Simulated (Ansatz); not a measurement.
Consider Cu in the fcc (Cu type) structure (space group Fm-3m, No. 225; a = 3.630 Å; relaxed with 0.1 eV smearing).

The values are results of plane-wave PAW DFT at the PBE level (Ansatz, a program for electronic structure, 420 eV), scalar-relativistic without spin-orbit coupling, not measurements.

Before the change:

The pressure is 0.0 GPa.

Modification: an isotropic linear strain of +0.50 %, atoms relaxed at fixed cell.

How does this affect the energy relative to the base?

The energy goes up by 1.2 meV/atom.

How does this affect the pressure?

The pressure goes from zero to -2.0 GPa.

No phonon test of stability was made. All final runs are without spin polarisation.
